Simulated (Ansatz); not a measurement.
Data:

```xyz
10
Lattice="4.4605 -2.7588 0.0000 4.4605 2.7588 0.0000 0.0000 0.0000 4.8651" Properties=species:S:1:pos:R:3 pbc="T T T"
Si     1.5753    -0.8326     3.5464
Si     7.3456     0.8326     1.1138
Si     7.3456    -0.8326     3.5464
Si     1.5753     0.8326     1.1138
N      1.9464    -0.6844     1.8672
N      6.9746     0.6844     4.2997
N      6.9746    -0.6844     1.8672
N      1.9464     0.6844     4.2997
O      4.4605     1.5887     3.8037
O      4.4605    -1.5887     1.3711
```

All values below come from PBEsol, rigid bands (plane waves, PAW, scalar-relativistic; Ansatz, a quantum-chemistry and plane-wave program). Geometry: cell and atoms relaxed with PBEsol.

**Question.** Predict the hole conductivity mass (n e² τ/σ) at 300 K, by direction if it differs.

**Answer.** 2.6 (x), 2.1 (y), 6.0 (z) mₑ.

**Question.** Predict the electron conductivity mass (n e² τ/σ) at 300 K, by direction if it differs.

**Answer.** 0.44 (x), 0.50 (y), 0.47 (z) mₑ.

**Question.** And the band gap?

**Answer.** 4.94 eV at this level; semilocal functionals usually fall short of the measured gap.

Rigid bands, one relaxation time for all states, no polarons. Spin-orbit coupling is left out; where it splits the top of the valence band it changes the hole mass and lowers the gap by about a third of the splitting.

Formula and space group known from diffraction (Crystallography Open Database), not checked to be the room-temperature form: Si2N2O (Cmc2_1).
